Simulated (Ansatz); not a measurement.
Here is the system:

```xyz
8
Lattice="-2.7935 2.7935 5.5155 2.7935 -2.7935 5.5155 2.7935 2.7935 -5.5155" Properties=species:S:1:pos:R:3 pbc="T T T"
Zn     0.0000     0.0000     0.0000
Zn     0.0000     2.7935     2.7577
Ge     0.0000     0.0000     5.5155
Ge     2.7935     0.0000     2.7577
P      1.3748     1.3967     6.8944
P      1.3967    -1.3748     4.1366
P      1.4186     1.3967     1.3789
P      1.3967     4.1683    -1.3789
```

No spin polarisation.

All numbers come from PBEsol (Ansatz, an electronic-structure program, PAW, no spin-orbit coupling). Settings: 9×9×9 k-points, 0.05 eV Fermi–Dirac smearing.

### Question
Predict the valence-band top at Γ (three highest levels, from the VBM).

### Answer
0.00, -0.07, -0.07 eV.

### Question
What band gap does the calculation give?

### Answer
0.79 eV.

The cells carry an imposed strain or load. Whether these cells are dynamically stable was not tested. The cell was made from ZnGeP2 in the chalcopyrite structure (space group I-42d, No. 122) by this change: isotropic strain +3.00 %.
